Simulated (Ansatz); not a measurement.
A periodic model of amorphous Si64N80:

```xyz
144
Lattice="11.7211 0.1705 0.0990 0.1705 11.9663 -0.1244 0.0990 -0.1244 11.6473" Properties=species:S:1:pos:R:3 pbc="T T T"
Si     5.5695     2.3751     9.9357
Si     2.9458     3.4948     9.8770
Si    11.7492     7.0668     4.5954
Si     7.8617     4.4071     9.5918
Si     2.4708     3.9839     1.6080
Si     6.2921     2.0268     1.4675
Si     4.5564     2.9053     3.7720
Si     0.5545     2.3854     8.6516
Si     9.3995    10.8780     6.8579
Si     5.8624    11.3435     9.3216
Si     5.8024     6.4264    11.0075
Si    10.3084     4.5770     7.8696
Si     7.7946     7.9065     5.9640
Si     6.5372     3.0085     6.4328
Si     4.6776     9.1185     2.1879
Si     4.9965    11.8923     3.2594
Si     1.1482    10.8522    11.1098
Si     4.3721    10.6299     0.2229
Si     8.2670    11.8883    11.1032
Si    10.8180    11.8225     9.1813
Si     7.4457     1.2303     8.2896
Si     2.9824     0.8433     5.4393
Si     8.6079     1.7752     5.7566
Si     7.1644     7.4686     1.6653
Si     1.6670    11.5861     3.9114
Si     3.3416     7.3278     8.1095
Si     2.2053     8.6863     3.7506
Si     3.0218     0.4254     9.8652
Si    11.4063     0.7768     6.4328
Si     7.6873     3.3513     3.7478
Si     1.5289     0.8814     1.2013
Si    10.3766     1.1271     0.5078
Si    11.0957    11.6288     2.9546
Si    11.7885     7.5509     9.7971
Si     1.6179     9.6993     8.7589
Si     5.9539     5.3907     5.4166
Si     9.5863     7.0989     2.2493
Si     8.2617     0.5904     2.7041
Si     7.3237    10.3521     4.6242
Si     5.8080     9.0154     7.0728
Si     1.4303     5.1161     7.8389
Si    11.5843     3.5699     1.6121
Si     0.4633     9.6957     5.8678
Si    10.7356     3.4695     4.9808
Si     7.2195     9.1288    10.9116
Si     8.8726    10.0168     1.7701
Si     2.8910     5.8533    10.7514
Si     2.2515     8.4287     0.6782
Si     5.1130     5.2618     8.4500
Si     5.6047    11.9328     6.4193
Si     3.3159    10.4121     7.2809
Si    11.7219     9.0493     1.5148
Si     8.9507     5.9169     4.8798
Si    10.4041     3.9134    11.0512
Si     1.6834     3.2060     5.6290
Si     4.7846     4.0882     0.7450
Si     2.8391     6.1249     5.3360
Si     0.7552     4.8662     3.7580
Si    10.7523     7.3246     7.0567
Si     9.8323     9.1617     9.5748
Si     5.1925     7.8400     4.2485
Si     0.5028     6.0928     0.9196
Si     7.8126     6.9140     8.7064
Si     7.6196     4.7230     0.9486
N     10.5882    10.1402     2.0434
N      1.1035    11.9198     2.3723
N      8.9845     4.1976     4.5815
N      5.0827    10.8105     1.8730
N     11.4566     1.1004     8.2014
N     11.3961     3.7380     3.3412
N     10.9872     3.6428     9.4038
N      8.4207     9.7759     5.8831
N      2.0798     1.9723     9.6653
N      1.4218     5.2190     2.1699
N     11.5537     5.8494     7.5927
N      6.6088     5.7573     9.5249
N     11.4601     8.2845     5.8197
N      9.7030     0.4250    10.7347
N      3.8854    11.8674     6.5339
N      3.8108     9.0471     0.6853
N      5.8066     7.8564     2.6253
N      5.4425     2.6274     0.0747
N     10.7348     8.1777     8.4835
N      8.2278     6.0608     1.7983
N     10.4044     2.7913     0.6136
N      8.1687    10.3649     0.1288
N      7.2107     0.1799     9.7088
N      1.8487     7.2417     4.5215
N      4.5714     3.6648     9.2975
N      5.2581     1.5500     2.8538
N      1.6570     9.9667     7.0673
N      5.9763     5.2827     0.5123
N      1.3662     9.9939     4.4477
N      3.2784     4.2345    11.6217
N     10.0776     6.7785     3.8397
N      3.3860    11.9494     3.8461
N      3.4273     2.4706     5.1145
N      3.0715    10.8296     8.9655
N     11.4196     4.9065     0.4306
N      7.4353     0.8543     1.0903
N      4.2823     6.6633    10.4088
N      6.8785     7.7064     7.4422
N      6.0660     3.6765     4.6324
N      9.2281     6.8884     6.3420
N      1.3949     3.3745     7.3826
N      6.0086     1.4848     7.1690
N      9.6873    10.6580     8.5453
N      1.8409     6.8547     0.1490
N      1.9530     8.0248     9.0368
N      2.5678     6.1449     7.0353
N      1.5048     2.5898     1.4138
N      0.9896     9.4105     0.0339
N      8.0796    10.9100     3.0949
N      8.4809     0.5453     7.0330
N      0.4673    10.6827     9.5675
N      8.0224     1.6776     4.0582
N      8.5052     8.4250     2.0836
N      8.8538     5.4158     8.5867
N      6.0322    11.5331     4.7571
N      8.6514     4.3068    11.1318
N      2.0853     4.9419     9.4785
N      4.0416     3.8695     2.3526
N      5.7115    10.2037    10.6111
N      5.9156     4.5796     6.9729
N      4.5785     6.3853     5.0096
N      4.1270     8.7603     7.3154
N      7.1930     2.8059     9.1529
N      8.1837     8.3788     9.6496
N      6.5592     7.8544     0.0878
N     10.9828    11.1119     6.1814
N     11.0424     7.4506     1.3885
N      2.9695    11.6547    11.4700
N      1.2382     0.7200     5.4784
N      7.2718     6.4046     4.8986
N      7.2290     3.4400     2.0663
N     10.3286     1.8906     5.6010
N      2.1404     4.6463     4.8049
N      1.5044     8.5528     2.2248
N      5.9861    10.6932     7.6409
N      9.8442     0.6383     2.0711
N      4.6968     0.8208     9.6698
N      3.8958     8.8873     3.7051
N      0.2672     0.4812     0.1188
N      6.2882     8.8524     5.2479
```

All values below come from PBE, scalar-relativistic without spin-orbit coupling (plane waves to 420 eV, PAW; Ansatz, a first-principles code). The usual formal charges leave 16 electrons over, so the level spacing at the Fermi energy parts defect or band states and needn't be the band gap.

It comes from a melt-quench run on a machine-learned potential (CHGNet), relaxed afterwards by DFT. N atoms were pushed apart under 1.9 Å during the dynamics, to hinder bonds among them. The hot cell started wider than the set density and was brought back towards it in steps. It is the lowest in DFT energy of 4 quenches. It is a model cell: composition and starting density were chosen by hand, and all elements were melted together. No dispersion term was used. Its density started from a set value of 2.95 and ended at 2.97 g/cm³. The quench (nominally 300 K/ps over its main leg) was far faster than any real one, so the model tends to hold more defects than a real film. Values belong to this one cell and scatter from quench to quench. Volume and shape were free in the relaxation.

Neighbours within Si-Si 2.60 Å, Si-N 2.18 Å, N-N 1.70 Å count as bonded. Two cations that share two anions don't count as bonded, nor two that share one unless they lie closer than Si-Si 2.38 Å.

Problem. Give the coordination numbers, mean bond lengths and angles.

Solution. 
```json
{
  "Mean coordination of Si by anions": "3.81 (1 with 2, 11 with 3, 51 with 4, 1 with 5); 4 close contacts or bonds to cations besides",
  "Mean coordination of N": "3.05 (1 with 2, 74 with 3, 5 with 4)",
  "Mean Si-N bond": "1.772 Å (spread 0.069 Å, 244 counted)",
  "Mean Si-Si bond": "2.391 Å (spread 0.112 Å, 2 counted)",
  "Bond angle at Si": "mean 108.9°, spread 12.4°",
  "Bond angle at N": "mean 117.3°, spread 15.3°"
}
```

Problem. List the pairs of like atoms that count as bonded by the rules above.

Solution. Si3-Si58 (2.28 Å), Si14-Si23 (2.50 Å).
